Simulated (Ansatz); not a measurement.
Data:

```
CELL_PARAMETERS angstrom
      0.00000     3.00267     3.00267
      3.00267     0.00000     3.00267
      3.00267     3.00267     0.00000
ATOMIC_POSITIONS crystal
  S  0.00000 0.00000 0.00000
  Pb 0.50000 0.50000 0.50000
```

No spin polarisation.

Method: PBEsol in Ansatz (plane waves to 420 eV, PAW, no spin-orbit coupling). k-mesh 10×10×10 (Γ-centred); smearing 0.05 eV (Fermi–Dirac).

Q: Predict the pressure and space group.

A: 
```json
{
 "pressure": "-2.77 GPa",
 "space_group": "Fm-3m (No. 225)"
}
```

The cells carry an imposed strain or load. No phonon test of stability was made. The cell was made from PbS in the rock salt structure (space group Fm-3m, No. 225) by this change: isotropic strain +1.74 %.

Ansatz is a quantum-chemistry and plane-wave program.
